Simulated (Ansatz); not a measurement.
Consider SnSe₂ in the CdI2 type structure (space group P-3m1, No. 164; layered, stacked along the Cartesian z axis).

```xyz
3
Lattice="3.8402 0.0000 0.0000 -1.9201 3.3257 0.0000 0.0000 0.0000 6.0066" Properties=species:S:1:pos:R:3 pbc="T T T"
Sn     0.0000     0.0000     0.0000
Se     0.0000     2.2171     1.5935
Se     1.9201     1.1086     4.4130
```

All numbers come from Ansatz (a program for electronic structure), PBE-D3(BJ), PAW, cutoff 420 eV, spin-orbit coupling left out.

Base values:

```
Property    Result
--------  --------
Band gap   0.36 eV
Pressure  0.00 GPa
```

Modification: an isotropic linear strain of −2.50 %; the atoms relax in the strained cell.

Problem. What happens to the band gap?

Solution. The band gap shrinks by 0.17 eV to 0.19 eV.

Problem. What happens to the pressure?

Solution. The pressure (mean of the normal stresses, compression positive) goes from zero to 3.74 GPa.

Stability against distortions was not tested. The zero or small gap of SnSe2 under isotropic strain −2.50 % can change with the level of theory.
